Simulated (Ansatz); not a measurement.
bcc V (0 0 1) on rock-salt MgO (0 0 1) (film strained to the substrate, started from cuts of the bulks and a machine-learned relaxation; slabs Mg8O8 and V8, which can lie off the formulas)

A periodic stack without vacuum, bcc V (0 0 1) on rock-salt MgO (0 0 1) (film strained to the substrate, started from cuts of the bulks and a machine-learned relaxation; slabs Mg8O8 and V8, which can lie off the formulas): substrate slab Mg8O8, film V8, surface cells [[1, 0], [1, 1]] and [[0, 1], [-1, 0]], film strained by +0.4 and +0.4 %, outermost planes MgO/MgO and V/V as cut, which need not be the usual terminations and can put a slab off its formula.

The start was prepared with a machine-learned potential, and the result is one local minimum, with the in-plane cell held and forces under 0.04 eV/Å; the film can end far from its bulk form.

Level of theory: PBE (plane waves to 420 eV, PAW; Ansatz, a quantum-chemistry and plane-wave program). No spin–orbit coupling; the runs are not spin-polarised; PBE gaps are too small against experiment. Its k-point mesh 10×10×1, Fermi–Dirac width 0.05 eV.

- interface area = 9.0 Å²
- period = 29.24 Å
- heights between the nearest atoms of the two slabs at the two interfaces = 2.06 and 2.06 Å
- Mg–V contacts across the interfaces within 1.22 times the sum of covalent radii = 10, mean 3.03 Å
- O–V contacts across the interfaces within 1.22 times the sum of covalent radii = 2, mean 2.12 Å
- hole barrier (PBE) = 3.65 eV
- electron barrier (PBE) = 0.81 eV

```
MgVO
1.0
    3.00774    -0.00001    -0.01224
    0.00003     3.00778    -0.00012
    0.12200    -0.00403    29.23513
Mg O V
8 8 8
Direct
  0.01791   0.86091   0.10408
  0.51798   0.36077   0.02989
  0.01779   0.86117   0.24956
  0.51786   0.36102   0.17670
  0.01771   0.86137   0.39524
  0.51774   0.36128   0.32238
  0.01765   0.86151   0.54205
  0.51767   0.36146   0.46787
  0.51791   0.36091   0.10375
  0.01798   0.86076   0.03182
  0.51779   0.36118   0.24955
  0.01786   0.86102   0.17675
  0.51771   0.36135   0.39517
  0.01774   0.86130   0.32238
  0.51764   0.36152   0.54011
  0.01765   0.86148   0.46819
  0.01774   0.86134   0.65581
  0.51763   0.36157   0.61250
  0.01800   0.86089   0.76113
  0.51786   0.36112   0.70901
  0.01809   0.86065   0.86292
  0.51807   0.36071   0.81080
  0.01803   0.86069   0.95943
  0.51805   0.36069   0.91611
```
